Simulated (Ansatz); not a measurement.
Worked example: self-consistent single point of SrGe₂Ru₂ (I4/mmm, 5 atoms in the cell) in Ansatz (an electronic-structure program)

Level of theory: LDA (PW92), default PAW files made with PBE (plane waves; Ansatz).

The input file:

Ansatz 0.2 input:
```yaml
crystal:
  lattice:
    - [-2.15003600, 2.15003600, 5.14128900]
    - [2.15003600, -2.15003600, 5.14128900]
    - [2.15003600, 2.15003600, -5.14128900]
  atoms:
    - { symbol: Sr, position: [0.00000000, 0.00000000, 0.00000000] }
    - { symbol: Ge, position: [0.64218000, 0.64218000, 0.00000000] }
    - { symbol: Ge, position: [0.35782000, 0.35782000, 0.00000000] }
    - { symbol: Ru, position: [0.75000000, 0.25000000, 0.50000000] }
    - { symbol: Ru, position: [0.25000000, 0.75000000, 0.50000000] }
basis:
  ecutwfc: 420.0
kpoints:
  mp_grid: { grid: [8, 8, 8] }
hamiltonian:
  xc: lda
  pseudopotentials: { kind: paw }
scf:
  occupations: { method: fermi_dirac, width: 0.1 }
output:
  forces: true
  eigenvalues: true
  stress: true
```

Log, with long lists cut:

```
WARN ansatz: RAYON_NUM_THREADS=1 ignored (pool sized by the plan → 1); use --threads N
Pseudopotentials: kind: paw
Pseudopotential: Sr, paw, valence charge 10
Pseudopotential: Ge, paw, valence charge 14
Pseudopotential: Ru, paw, valence charge 16
Crystal: 5 atoms, lattice volume = 95.066 Å³
Basis set: ecut = 420 eV, 1865 PW (Γ)
Bands: 42, of which v1, the nominal top of the filled ones, is band 35 counted from 1 (34 counted from 0)
Symmetry: 16 space group operations
Space group: I4/mmm (ITA 139), of the structure as read, at distance tolerance 4.6e-5 Å
k-points: 59 of 512
PAW frozen core: Sr, regenerated for the run's functional, and the local potential with it
PAW frozen core: Ge, regenerated for the run's functional, and the local potential with it
PAW frozen core: Ru, regenerated for the run's functional, and the local potential with it
Initial density: superposition of atomic densities (neutral atoms: chi_scale 0, normalization atom), corrected by the library's trained network
Initial wavefunctions: pseudopotential atomic-orbital guess
Eigensolver: davidson
Functional: x = slater, c = lda
SCF iter   1: F=—  HF=-23394.896496 eV  |F-HF|=—  |Δ(HF+E_count)|=         —  Δρ=6.88e-3  dr2=3.74e-2  ethr=1.77e-3  ⟨swp⟩=7.1  Hψ=10240  notcnv=0
all-band conjugate gradients solve this SCF's bands
preconditioner: auto → Kerker (q_TF=auto, 2.593 Å⁻¹)
SCF iter   2: F=—  HF=-23394.893987 eV  |F-HF|=—  |Δ(HF+E_count)|=   2.51e-3  Δρ=4.21e-3  dr2=1.94e-2  ethr=5.35e-5  ⟨swp⟩=2.4  Hψ=3951  notcnv=0  defer=1
SCF iter   3: F=—  HF=-23394.891000 eV  |F-HF|=—  |Δ(HF+E_count)|=   2.99e-3  Δρ=1.29e-3  dr2=1.93e-3  ethr=2.78e-5  ⟨swp⟩=2.0  Hψ=3213  notcnv=0  defer=1
SCF iter   4: F=—  HF=-23394.890533 eV  |F-HF|=—  |Δ(HF+E_count)|=   4.67e-4  Δρ=5.39e-4  dr2=4.07e-4  ethr=2.76e-6  ⟨swp⟩=2.0  Hψ=3189  notcnv=0  defer=1
SCF iter   5: F=—  HF=-23394.890489 eV  |F-HF|=—  |Δ(HF+E_count)|=   4.40e-5  Δρ=2.14e-4  dr2=5.42e-5  ethr=5.82e-7  ⟨swp⟩=2.0  Hψ=4012  notcnv=0  defer=1
SCF iter   6: F=—  HF=-23394.890464 eV  |F-HF|=—  |Δ(HF+E_count)|=   2.50e-5  Δρ=5.13e-5  dr2=6.40e-6  ethr=7.74e-8  ⟨swp⟩=2.0  Hψ=4015  notcnv=0  defer=1
SCF iter   7: F=—  HF=-23394.890462 eV  |F-HF|=—  |Δ(HF+E_count)|=   1.60e-6  Δρ=1.39e-5  dr2=3.87e-7  ethr=9.14e-9  ⟨swp⟩=2.1  Hψ=3360  notcnv=0  defer=1
SCF iter   8: F=-23394.890462 eV  HF=-23394.890462 eV  |F-HF|=1.01e-8  |Δ(HF+E_count)|=   9.58e-8  Δρ=4.33e-6  dr2=2.28e-8  ethr=1.43e-10  ⟨swp⟩=6.8  Hψ=10806  notcnv=0
SCF 1 converged in 8 iterations: F = -23394.890462 eV  dr2 = 2.28e-8
SCF converged after 8 iterations
Free energy (F): -23394.890462 eV
Harris-Foulkes:  -23394.890462 eV  (|F-HF|=1.01e-8)
Internal energy: -23394.813652 eV  (E = F + TS)
E sigma→0 (E₀):  -23394.852057 eV
Entropy (-TS):   -0.076811 eV (-15.362 meV/atom)
Fermi energy:    13.368750 eV
--- Per-component energies (eV) ---
  E_band       = -587.954833
  E_kinetic    = 1507.481699
  E_local      = -9385.718376  (includes V_loc(G=0)·N_el)
  E_nonlocal   = 1752.232313
  E_hartree    = 3721.371242
  E_xc         = -703.279596
  E_vxc        = -772.812922  (∫ρ·V_xc dr)
  E_paw        = -13165.785875  (= ΣΔE_a)
  E_vpaw       = -1131.872551  (= ΣTr[D̂ρ^β])
  E_aug_tail   = 0.000151  (compensation charges beyond the density's cutoff)
  E_ewald      = -7126.369367
  E_core_change = 5.254158  (= ΣΔE_core)
  E_smearing   = -0.076811  (= −TS)
  E_closure    = -0.000000  (closes the sum)
  Σ components = -23394.890462   (vs F -23394.890462, Δ=0.00e0)
--- Forces (eV/Å), atoms counted from 1 ---
  atom   1  Sr    -0.00000000     0.00000000    -0.00000000
  atom   2  Ge    -0.00000000    -0.00000000    -0.00848516
  atom   3  Ge     0.00000000    -0.00000000     0.00848516
  atom   4  Ru    -0.00000000    -0.00000000     0.00000000
  atom   5  Ru     0.00000000     0.00000000     0.00000000
  max |Σ_I F_I| component: 1.30e-17 eV/Å
--- Stress (GPa, compression-positive) ---
       -4.043733       0.000000       0.000000
        0.000000      -4.043733       0.000000
        0.000000       0.000000      -3.112315
  P = ⅓ Tr σ = -3.7333 GPa (-37.333 kbar)
  The stress holds the Pulay correction. Without it, at fixed plane waves, as pw.x and ABINIT print it: P = -3.7587 GPa
--- Band table (eV; the first three rows and the last of 59) ---
  k-point 0: bands = ["-58.4272", "-58.4015", "-28.6742", "-28.6742", "-28.5167", "-28.5167", "-28.4124", "-28.3767", "-21.2284", "-10.6683", "-10.6464", "-10.6464", "-10.6270", "-10.6270", "-10.6120", "-10.6107", "-10.6067", "-10.5856", "-10.5712", [...]
  k-point 1: bands = ["-58.4253", "-58.4033", "-28.6774", "-28.6491", "-28.5433", "-28.5145", "-28.4094", "-28.3791", "-21.2268", "-10.6687", "-10.6486", "-10.6481", "-10.6297", "-10.6285", "-10.6123", "-10.6089", "-10.6062", "-10.5845", "-10.5718", [...]
  k-point 2: bands = ["-58.4207", "-58.4078", "-28.6853", "-28.6072", "-28.5884", "-28.5091", "-28.4023", "-28.3846", "-21.2227", "-10.6695", "-10.6540", "-10.6518", "-10.6351", "-10.6319", "-10.6131", "-10.6057", "-10.6053", "-10.5816", "-10.5732", [...]
  k-point 58: bands = ["-58.4272", "-58.4015", "-28.6742", "-28.6742", "-28.5167", "-28.5167", "-28.4129", "-28.3766", "-21.2268", "-10.6678", "-10.6470", "-10.6470", "-10.6264", "-10.6264", "-10.6131", "-10.6122", "-10.6043", "-10.5832", [...]
```

The run converged in 8 iterations.

The starting cell comes from a database of computed structures (which also holds hypothetical and non-ambient phases and stackings), without a prior relaxation at this level. Its lattice was rescaled by up to half a per cent. Spin polarisation is off. With a pressure of about -4 GPa the cell is away from its equilibrium volume at this level. Ansatz's pressure includes its estimate of the finite-basis (Pulay) stress.
